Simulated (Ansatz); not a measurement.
**HfO2, response to strain**

The parent structure is HfO$_{2}$ in the fluorite structure (space group Fm-3m, No. 225; a = 5.001 Å).

Strains are applied to the cell and any free atomic positions relax.

Computed with Ansatz (an electronic-structure program) LDA, scalar-relativistic without spin-orbit coupling.

| isotropic strain (%) | band gap (eV) |
|---|---|
| -3 | 3.87 |
| -1.5 | 3.77 |
| -1 | ? |
| -0.5 | 3.70 |
| 0 | 3.66 |
| 0.5 | 3.63 |
| 1.5 | 3.56 |
| 2 | 3.52 |
| 2.5 | 3.49 |

Q: Fit E_g = E₀ + Dε (ε in %) to the rows shown and predict the withheld row.

A: Least squares on the printed values gives E₀ = 3.66 eV, D = -69.7 meV per % of strain (largest residual 0.00 eV); this predicts 3.73 eV, and the run gives 3.73 eV, in agreement.

Spin-orbit coupling, missing from the scalar runs, can matter with Hf. Whether these cells are dynamically stable was not tested. This is not the structure that HfO2 has at room temperature and ambient pressure.
